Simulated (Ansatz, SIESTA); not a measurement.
## Code comparison for TiO₂ (I4_1/amd, 6 atoms in the cell)

Band-structure calculation.

```
TiO2
1.0
   -1.90943     1.90943     4.85366
    1.90943    -1.90943     4.85366
    1.90943     1.90943    -4.85366
Ti O
2 4
Direct
  0.00000   0.00000   0.00000
  0.75000   0.25000   0.50000
  0.95715   0.45715   0.50000
  0.20715   0.20715   0.00000
  0.79285   0.79285   0.00000
  0.54285   0.04285   0.50000
```

Shared settings, as Ansatz (an electronic-structure program) writes them: kpoints.mp_grid.grid = 8 8 8; scf.occupations.method = fermi_dirac; scf.occupations.width = 0.0037 Ry. Potentials and cutoffs stand in the table.

```tsv
code	model	gap along the path (eV)	smallest direct gap (eV)	cutoff
SIESTA	GGA PBE, numerical atomic orbitals TZP, PseudoDojo PBE standard norm-conserving potentials (rewritten from UPF to PSML)	1.87	2.20	grid 350 Ry
Ansatz	PBE, default PAW files	2.07	2.39	default
```

The spread over the programs that give each value: gap along the path within 0.20 eV; smallest direct gap within 0.19 eV.

SIESTA uses small atom-centred bases, whose incompleteness enters pressures, forces and empty levels differently from a plane-wave cutoff.

The starting cell comes from a database of computed structures (which also holds hypothetical and non-ambient phases and stackings), without a prior relaxation at this level. Its lattice was rescaled by a random factor within 2.5 % of one.

Keys are those of Ansatz 0.2.
